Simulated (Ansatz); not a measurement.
**Pressure series in hypothetical zinc blende NaCl**

Start from NaCl in the zinc blende structure (space group F-43m, No. 216; a = 6.178 Å; a hypothetical phase, not in the database extracts checked).

Cell and atoms are relaxed at each pressure.

All numbers come from DFT with PBEsol, PAW potentials and a 420 eV plane-wave cutoff in Ansatz (a first-principles code), no spin-orbit coupling.

Notes on the quantities. enthalpy: H = E + PV relative to the base's energy.

| case | volume per atom | electron mass | enthalpy |
|---|---|---|---|
| base | 29.48 Å³ | 0.48 mₑ (at Γ) | – |
| pressure −2 GPa | 34.75 Å³ | 0.51 mₑ (at Γ) | -0.40 eV/atom |
| pressure −1 GPa | 31.50 Å³ | 0.49 mₑ (at Γ) | -0.19 eV/atom |
| pressure 0.9 GPa | 28.16 Å³ | 0.47 mₑ (at Γ) | +0.16 eV/atom |
| pressure 2.1 GPa | ? | ? | +0.37 eV/atom |
| pressure 4.5 GPa | 24.80 Å³ | 0.45 mₑ (at Γ) | +0.75 eV/atom |
| pressure 9 GPa | 22.42 Å³ | 0.43 mₑ (at Γ) | +1.41 eV/atom |
| pressure 15 GPa | 20.41 Å³ | 0.42 mₑ (at Γ) | +2.21 eV/atom |
| pressure 30 GPa | 17.54 Å³ | 0.41 mₑ (at Γ) | +3.97 eV/atom |

Task: Some entries are withheld; estimate them.

Result: 
- pressure 2.1 GPa, volume per atom: 26.78 Å³
- pressure 2.1 GPa, electron mass: 0.46 mₑ (at Γ)

The levels and masses belong to the bands next to the band gap. Load acts through the strain it causes; cell and atoms are relaxed under it. Effective masses come from finite differences of ±0.01 Å⁻¹. No phonon test of stability was made. Competing high-pressure phases were not computed.
